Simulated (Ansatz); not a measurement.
Base system: AlN in the wurtzite structure (space group P6_3mc, No. 186).

```yaml
crystal:
  lattice:
    - [3.11381, 0.00000, 0.00000]
    - [-1.55691, 2.69664, 0.00000]
    - [0.00000, 0.00000, 4.98335]
  atoms:
    - { symbol: Al, position: [0.33333, 0.66667, 0.00000] }
    - { symbol: Al, position: [0.66667, 0.33333, 0.50000] }
    - { symbol: N, position: [0.33333, 0.66667, 0.38200] }
    - { symbol: N, position: [0.66667, 0.33333, 0.88200] }
```

Cartesian axes are those of the cell as printed.

The values are results of PBEsol in Ansatz (plane waves to 420 eV, PAW, scalar-relativistic without spin-orbit coupling), not measurements.

Perturbation: an isotropic linear strain of −3.00 %, atoms relaxed at fixed cell.

Predict the stress tensor and what it implies for the stiffness.

Stress of the strained cell less that of the base (GPa, compression positive):
```
  22.62    0.00    0.00
   0.00   22.62    0.00
   0.00    0.00   20.51
```

Then B = −ΔP/(ΔV/V₀) with ΔV/V₀ = -0.0873 gives secant stiffness values (nonlinear terms included at this strain): B (at held cell shape, above the free-shape value) ≈ 251 GPa.

As a check, the harmonic strain energy −½ V₀ Δσ:ε is 64 meV/atom; the computed energy rise is 58 meV/atom.

Whether these cells are dynamically stable was not tested.

Ansatz is a quantum-chemistry and plane-wave program.
